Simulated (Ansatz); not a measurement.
Take Rh in the fcc (Cu type) structure (space group Fm-3m, No. 225; a = 3.755 Å; relaxed with 0.1 eV smearing) as the base. Axes: x, y, z lie along the cube axes.

Computed with DFT with LDA, PAW potentials and a 420 eV plane-wave cutoff in Ansatz (an electronic-structure program), without spin-orbit coupling.

It is then changed as follows: tensor shear ε_xy = +0.86 % (engineering shear γ = 0.0172), atoms relaxed at fixed cell.

**Question.** Predict the new stress and energy relative to the base.

**Answer.** The stress (xx, yy, zz, yz, xz, xy; compression positive) is (0.2, 0.2, 0.0, 0.0, 0.0, -3.8) GPa; the energy increases by 2.7 meV/atom.

The cells carry an imposed strain or load. Stability against distortions was not tested. The final runs are not spin-polarised.
